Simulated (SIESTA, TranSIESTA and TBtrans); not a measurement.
Run with TranSIESTA and TBtrans (open boundaries, self-consistent; PseudoDojo norm-conserving potentials, scalar-relativistic): Spin polarized, PAO.BasisSize DZP, PAO.EnergyShift 0.15 eV, XC.Authors PBE, Mesh.Cutoff 200 Ry, ElectronicTemperature 300 K, TS.Voltage 0.0 eV, TBT.Elecs.Eta 0.001 eV.

Junction: Pd chain with one Rh atom in place of Pd. Leads: straight Pd chain, spacing 2.65 Å. Geometry: 3 atoms about the centre moved by SIESTA (PBE, DZP) to a largest force of 0.02 eV/Å, all others as built, motion along the axis alone. Transport runs along z; the first 4 and the last 4 of the 15 atoms are the lead cells, repeated to infinity.

```xyz
15
Lattice="9.000 0.000 0.000 0.000 9.000 0.000 0.000 0.000 39.400" Properties=species:S:1:pos:R:3 pbc="F F T"
Pd     4.500     4.500     0.000
Pd     4.500     4.500     2.650
Pd     4.500     4.500     5.300
Pd     4.500     4.500     7.950
Pd     4.500     4.500    10.600
Pd     4.500     4.500    13.250
Pd     4.500     4.500    15.883
Rh     4.500     4.500    18.374
Pd     4.500     4.500    20.869
Pd     4.500     4.500    23.500
Pd     4.500     4.500    26.150
Pd     4.500     4.500    28.800
Pd     4.500     4.500    31.450
Pd     4.500     4.500    34.100
Pd     4.500     4.500    36.750
```
Starting moments (μB): atom 5 +0.7, atom 6 +0.7, atom 7 +0.7, atom 8 +1.5, atom 9 +0.7, atom 10 +0.7, atom 11 +0.7; lead atoms +0.7 (left) and +0.7 (right).

**Question.** Predict: conductance at 300 K (G0 = 2e²/h); mean T from −0.5 to 0.5 eV; spin polarisation of the conductance, (up − down)/(up + down).

**Answer.** conductance at 300 K (G0 = 2e²/h): 1.92; mean T from −0.5 to 0.5 eV: 1.89; spin polarisation of the conductance, (up − down)/(up + down): -0.50. The magnetic order of the leads was set by the start, and no other order was tried; the separate lead runs end at 0.74 (left) and 0.74 (right) μB an atom. The straight chain is held at its spacing; free chains may zigzag or dimerise.
